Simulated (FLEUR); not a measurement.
A self-consistent single point of InAs (F-43m, 2 atoms in the cell) with FLEUR.

Level of theory: PBE, all-electron FLAPW (FLEUR), scalar-relativistic valence with spin-orbit coupling in second variation (FLEUR).

```yaml
crystal:
  lattice:
    - [0.00000, 3.03000, 3.03000]
    - [3.03000, 0.00000, 3.03000]
    - [3.03000, 3.03000, 0.00000]
  atoms:
    - { symbol: In, position: [0.00000, 0.00000, 0.00000] }
    - { symbol: As, position: [0.25000, 0.25000, 0.25000] }
```

Reference input (self-consistent single point, DFT, PBE, all-electron FLAPW (FLEUR), scalar-relativistic valence): Kmax = 4.3 1/bohr; GmaxXC = 12.9 1/bohr; xcFunctional = pbe; jspins = 1; l_soc = F; mode = hist; fermiSmearingEnergy = 0.00183747 Htr; mesh (inpgen div1-3) = 9 9 9; inpgen gamma flag = false; Gmax = 12.9 1/bohr; numbands = 0; maxIterBroyd = 15. This run's input differs from it in these lines:

```diff
@@ -15,2 +15,3 @@
 &kpt div1=9 div2=9 div3=9 /
+&soc 0.0 0.0 /
 &end /
@@ -28,5 +29,5 @@
       <magnetism jspins="1"/>
-      <soc l_soc="F" theta="0.0" phi="0.0" spav="F"/>
+      <soc l_soc="T" theta="0.0" phi="0.0" spav="F"/>
       <expertModes spex="0" secvar="F"/>
-      <geometryOptimization l_f="T" forcealpha="1.0" forcemix="BFGS" epsdisp="0.00001" epsforce="0.00001"/>
+      <geometryOptimization l_f="F" forcealpha="1.0" forcemix="BFGS" epsdisp="0.00001" epsforce="0.00001"/>
       <ldaU l_linMix="F" mixParam="0.05" spinf="1.0"/>
```

Log, with long lists cut:

```
 Iteration:     1   Distance:       5.62983054 me/bohr^3
 Iteration:     2   Distance:       5.19277153 me/bohr^3
 Iteration:     3   Distance:       2.78138913 me/bohr^3
 Iteration:     4   Distance:       0.93280181 me/bohr^3
 Iteration:     5   Distance:       0.84070581 me/bohr^3
   [... 8 lines left out ...]
 Iteration:    14   Distance:       0.00001334 me/bohr^3
 Iteration:    15   Distance:       0.00001248 me/bohr^3
 Iteration:    16   Distance:       0.00001154 me/bohr^3
 Iteration:    17   Distance:       0.00000707 me/bohr^3
 Run finished successfully
 Stop message:
   all done

[file out, last iteration]
             iter=     17
[...]
          total density-effective poten   -1.3341533212E+04
          total charge density-energy d   -2.4395042336E+02
 Updated energy parameters for spin:           1
[...]
 fermi energy and band-weighting factors:
   [... 8 lines left out ...]

[...]
FERMIE:
          first approx. to ef    (T=0)  :   0.199647 htr   (energy of the highest occ. eigenvalue)
          number of occ. states  (T=0)  :       5180
          first approx. to seigv (T=0)  : -28.080057 htr
          sum of weights of occ. states :  28.000000
          sum of semicore charge        :   0.000000 e
FERHIS:  Fermi-Energy by histogram:
          bandgap                     :   0.000000 htr
   [... lines left out ...]
          charge neutrality (T=0)     :   0.000000    (zero if the highest occ. eigenvalue is "entirely" occupied)
     EF_NEWTON:  Adjust Fermi-Energy by Newton-Method.
 Direct bandgap for spin            1 :    3.8525919832954586E-002  Htr
 ---->    free energy=                     -8144.4195892850 htr
   [... lines left out ...]
 TOTAL FORCE FOR ATOM TYPE=  2  X=  2.863   Y=  2.863   Z=  2.863
                       FX_TOT= 0.000000 FY_TOT= 0.000000 FZ_TOT= 0.000000
No new postions, force convergence required= 0.00001; max force distance= 0.00000
---->    distance of charge densities for spin  1                 it=   17:     0.000007 me/bohr**3
GENERALIZED ANDERSON MIXING: alpha=   0.05000 History-length=2
     ******* it= 17  is completed********
```

The run converged in 17 iterations. 

The starting cell has typed, rounded lattice constants, without a prior relaxation at this level. Values depend on the basis (sphere radii, cutoffs, local orbitals), which need not be converged. No gap is read from this output. The log's line on a gap gives a spacing of levels on this mesh, which the program prints for metals too.

Cost on one core of a shared machine: roughly 7 min.
